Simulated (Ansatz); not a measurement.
# Ansatz run on Hf2Si (Fmm2, 6 atoms in the cell): self-consistent single point

Method: PBEsol, default PAW files made with PBE (plane waves; Ansatz, a quantum-chemistry and plane-wave program).

This input was run:

Ansatz 0.2 input:
```yaml
# Hf2Si
crystal:
  lattice:
    - [-3.28517600, 3.28517600, 2.59057300]
    - [3.28517600, -3.28517600, 2.59057300]
    - [3.28517600, 3.28517600, -2.59057300]
  atoms:
    - { symbol: Hf, position: [0.84351000, 0.65649000, 0.50000000] }
    - { symbol: Hf, position: [0.15649000, 0.34351000, 0.50000000] }
    - { symbol: Hf, position: [0.66187100, 0.16187100, 0.82374200] }
    - { symbol: Hf, position: [0.34351000, 0.84351000, 0.18702000] }
    - { symbol: Si, position: [0.75000000, 0.75000000, 0.00000000] }
    - { symbol: Si, position: [0.25000000, 0.25000000, 0.00000000] }
basis:
  ecutwfc: 420.0
kpoints:
  mp_grid:
    grid: [7, 7, 7]
hamiltonian:
  xc: pbesol
  pseudopotentials:
    kind: paw
scf:
  occupations:
    method: gaussian
    width: 0.1
output:
  forces: true
  eigenvalues: true
  stress: true
```

The program printed (abridged):

```
WARN ansatz: RAYON_NUM_THREADS=1 ignored (pool sized by the plan → 1); use --threads N
Pseudopotentials: kind: paw
Pseudopotential: Hf, paw, valence charge 26
Pseudopotential: Si, paw, valence charge 4
Crystal: 6 atoms, lattice volume = 111.834 Å³
Basis set: ecut = 420 eV, 2153 PW (Γ), exchange–correlation on 72×72×72 points (8 copies of the dense FFT grid, shifted against one another)
Bands: 68, of which v1, the nominal top of the filled ones, is band 56 counted from 1 (55 counted from 0)
Symmetry: 4 space group operations
Space group: Fmm2 (ITA 42), of the structure as read, at distance tolerance 4.8e-5 Å
k-points: 64 of 343 (time reversal used)
PAW frozen core: Hf, regenerated for the run's functional, and the local potential with it
PAW frozen core: Si, regenerated for the run's functional, and the local potential with it
Initial density: superposition of atomic densities (neutral atoms: chi_scale 0, normalization atom), corrected by the library's trained network
Initial wavefunctions: pseudopotential atomic-orbital guess
Eigensolver: davidson
Functional: x = pbesol(κ = 0.804, μ = 0.12345679012345678), c = pbesol(β = 0.046)
SCF iter   1: F=—  HF=-63639.829569 eV  |F-HF|=—  |Δ(HF+E_count)|=         —  Δρ=4.06e-3  dr2=2.05e-2  ethr=1.77e-3  ⟨swp⟩=5.4  Hψ=14691  notcnv=0  defer=26
all-band conjugate gradients solve this SCF's bands
preconditioner: auto → Kerker (q_TF=auto, 2.729 Å⁻¹)
SCF iter   2: F=—  HF=-63639.827380 eV  |F-HF|=—  |Δ(HF+E_count)|=   2.19e-3  Δρ=2.43e-3  dr2=8.87e-3  ethr=1.83e-5  ⟨swp⟩=2.0  Hψ=5259  notcnv=0  defer=41
SCF iter   3: F=—  HF=-63639.826193 eV  |F-HF|=—  |Δ(HF+E_count)|=   1.19e-3  Δρ=6.25e-4  dr2=5.56e-4  ethr=7.92e-6  ⟨swp⟩=2.0  Hψ=6469  notcnv=0  defer=41
SCF iter   4: F=—  HF=-63639.825626 eV  |F-HF|=—  |Δ(HF+E_count)|=   5.67e-4  Δρ=3.32e-4  dr2=1.04e-4  ethr=4.97e-7  ⟨swp⟩=2.0  Hψ=7585  notcnv=0  defer=41
SCF iter   5: F=—  HF=-63639.825585 eV  |F-HF|=—  |Δ(HF+E_count)|=   4.09e-5  Δρ=9.85e-5  dr2=1.64e-5  ethr=9.28e-8  ⟨swp⟩=2.0  Hψ=7325  notcnv=0  defer=41
SCF iter   6: F=—  HF=-63639.825569 eV  |F-HF|=—  |Δ(HF+E_count)|=   1.65e-5  Δρ=2.31e-5  dr2=5.20e-7  ethr=1.47e-8  ⟨swp⟩=2.7  Hψ=7335  notcnv=0  defer=41
SCF iter   7: F=—  HF=-63639.825569 eV  |F-HF|=—  |Δ(HF+E_count)|=   1.81e-7  Δρ=1.45e-5  dr2=3.58e-7  ethr=8.93e-11  ⟨swp⟩=11.1  Hψ=25576  notcnv=0
SCF iter   8: F=-63639.825568 eV  HF=-63639.825568 eV  |F-HF|=8.02e-9  |Δ(HF+E_count)|=   3.89e-7  Δρ=2.69e-6  dr2=8.01e-9  ethr=8.93e-11  ⟨swp⟩=4.1  Hψ=19843  notcnv=0
SCF 1 converged in 8 iterations: F = -63639.825568 eV  dr2 = 8.01e-9
SCF converged after 8 iterations
Free energy (F): -63639.825568 eV
Harris-Foulkes:  -63639.825568 eV  (|F-HF|=8.02e-9)
Internal energy: -63639.811129 eV  (E = F + TS)
E sigma→0 (E₀):  -63639.818349 eV
Entropy (-TS):   -0.014439 eV (-2.406 meV/atom)
Fermi energy:    18.022457 eV
--- Per-component energies (eV) ---
  E_band       = 101.289091
  E_kinetic    = 1779.311752
  E_local      = -22204.622993  (includes V_loc(G=0)·N_el)
  E_nonlocal   = -4903.752967
  E_hartree    = 10457.702733
  E_xc         = -1303.052803
  E_vxc        = -1161.389542  (∫ρ·V_xc dr)
  E_paw        = -28225.361700  (= ΣΔE_a)
  E_vpaw       = 5676.330437  (= ΣTr[D̂ρ^β])
  E_aug_tail   = 0.000006  (compensation charges beyond the density's cutoff)
  E_ewald      = -19245.102645
  E_core_change = 5.067488  (= ΣΔE_core)
  E_smearing   = -0.014439  (= −TS)
  E_closure    = -0.000000  (closes the sum)
  Σ components = -63639.825568   (vs F -63639.825568, Δ=0.00e0)
--- Forces (eV/Å), atoms counted from 1 ---
  atom   1  Hf     0.07330842     0.00745640     0.00000000
  atom   2  Hf     0.00745640     0.07330842     0.00000000
  atom   3  Hf    -0.24480122    -0.24480122     0.00000000
  atom   4  Hf     0.10051316     0.10051316     0.00000000
  atom   5  Si     0.03176074     0.03176074     0.00000000
  atom   6  Si     0.03176074     0.03176074     0.00000000
  max |Σ_I F_I| component: 1.77e-6 eV/Å
--- Stress (GPa, compression-positive) ---
       -3.843045      -0.425991       0.000000
       -0.425991      -3.843045       0.000000
        0.000000       0.000000      -3.077421
  P = ⅓ Tr σ = -3.5878 GPa (-35.878 kbar)
  The stress holds the Pulay correction. Without it, at fixed plane waves, as pw.x and ABINIT print it: P = -3.6278 GPa
--- Band table (eV; the first three rows and the last of 64) ---
  k-point 0: bands = ["-43.3330", "-43.3006", "-43.2631", "-43.2627", "-12.2424", "-12.2022", "-12.1225", "-12.1220", "-12.1168", "-12.0948", "-12.0011", "-11.9703", "-11.9478", "-11.6638", "-11.6630", "-11.6463", "6.6596", "6.6931", "6.6957", [...]
  k-point 1: bands = ["-43.3310", "-43.3002", "-43.2652", "-43.2631", "-12.2432", "-12.2084", "-12.1449", "-12.1217", "-12.0951", "-12.0917", "-11.9977", "-11.9732", "-11.9123", "-11.6907", "-11.6699", "-11.6469", "6.6665", "6.6925", "6.6952", [...]
  k-point 2: bands = ["-43.3260", "-43.2984", "-43.2720", "-43.2631", "-12.2539", "-12.1890", "-12.1810", "-12.1149", "-12.0958", "-12.0519", "-12.0166", "-11.9589", "-11.8455", "-11.7542", "-11.6912", "-11.6484", "6.6788", "6.6894", "6.6946", [...]
  k-point 63: bands = ["-43.3021", "-43.2927", "-43.2843", "-43.2805", "-12.3168", "-12.2343", "-12.1967", "-12.0626", "-12.0312", "-11.9900", "-11.9783", "-11.9142", "-11.8000", "-11.7768", "-11.7659", "-11.7465", "6.6830", "6.6956", "6.6995", [...]
```

The run converged in 8 iterations.

The starting cell comes from a database of computed structures (which also holds hypothetical and non-ambient phases and stackings), without a prior relaxation at this level. Its lattice was rescaled by up to half a per cent. One atom was moved a little off its site on purpose. Spin-orbit coupling is off. With a pressure of about -4 GPa the cell is away from its equilibrium volume at this level. Ansatz's pressure includes its estimate of the finite-basis (Pulay) stress.

Cost on one core of a shared machine: roughly 60 s.
